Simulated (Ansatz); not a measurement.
End structure of Br on the (100) surface of germanium (p(2x2) alternately buckled dimers; a constructed slab, bottom: dihydride, held), one in a cell of 66 Å², started at the site 'bridge Ge-Ge (span 2.4 Å)':

```xyz
41
Lattice="8.1459 0.0000 0.0000 0.0000 8.1459 0.0000 0.0000 0.0000 30.5000" Properties=species:S:1:pos:R:3 pbc="T T T"
Ge     2.0365     0.0000    10.6178
Ge     6.1094     0.0000    10.6178
Ge     2.0365     4.0729    10.6178
Ge     6.1094     4.0729    10.6178
Ge     2.0365     2.0365    12.0578
Ge     6.1094     2.0365    12.0578
Ge     2.0365     6.1094    12.0578
Ge     6.1094     6.1094    12.0578
Ge    -0.0164     2.0385    13.4840
Ge     4.0894     2.0344    13.4840
Ge    -0.0164     6.1074    13.4840
Ge     4.0894     6.1115    13.4840
Ge    -0.0696     0.0000    14.9154
Ge     4.0857     0.0000    14.9220
Ge    -0.0127     4.0729    14.9220
Ge     4.1425     4.0729    14.9154
Ge     2.0044     0.0000    16.2654
Ge     6.0852     0.0000    16.4449
Ge     2.0727     4.0729    16.2813
Ge     6.1373     4.0729    16.4332
Ge     2.0547     2.0247    17.6786
Ge     6.0780     2.0450    17.9076
Ge     2.0547     6.1211    17.6786
Ge     6.0780     6.1009    17.9076
Ge     0.0591     2.0140    19.2479
Ge     3.9812     2.1119    19.2861
Ge     0.0591     6.1319    19.2479
Ge     3.9812     6.0340    19.2861
Ge     0.9193     0.0000    20.4514
Ge     3.4754     0.0000    20.5211
Ge     1.1255     4.0729    20.0520
Ge     3.5354     4.0729    20.8549
H      3.2426     0.0000     9.6127
H      0.8304     0.0000     9.6127
H      7.3155     0.0000     9.6127
H      4.9033     0.0000     9.6127
H      3.2426     4.0729     9.6127
H      0.8304     4.0729     9.6127
H      7.3155     4.0729     9.6127
H      4.9033     4.0729     9.6127
Br     0.0185     0.0000    22.6523
```

Slab: 41 atoms, 11.3 Å thick at the start with caps and adatoms under the adsorbate (thin: gaps and levels are the slab's own); k 3x3x1, smearing 0.01 eV, dipole-corrected; 24 atoms held, the rest relaxed; held to the start's symmetry, so lower structures may exist; spin-polarised, no spin-orbit, no U, no dispersion correction. The slab shows no gap over 0.04 eV on its mesh. The starting moment vanished. At the end it is bonded to Ge. In PBE this state lies 0.09 eV over the lowest of the starts that converged ('hollow Ge-Ge-Ge-Ge over Ge at depth 3.2 Å').

A negative adsorption energy means that the adsorbate is more stable on the surface than in its reference.

Estimate the change of the work function that PBE run with Ansatz (a program for electronic structure) returns for this input.

0.55 eV

What is the computed change of the step from the bottom to the top vacuum level, against the clean slab (PBE)?

0.62 eV

Estimate the adsorption energy against ½ Br2(g) that PBE returns for this input.

-1.44 eV

Give the work function of the top face at the level PBE.

5.08 eV
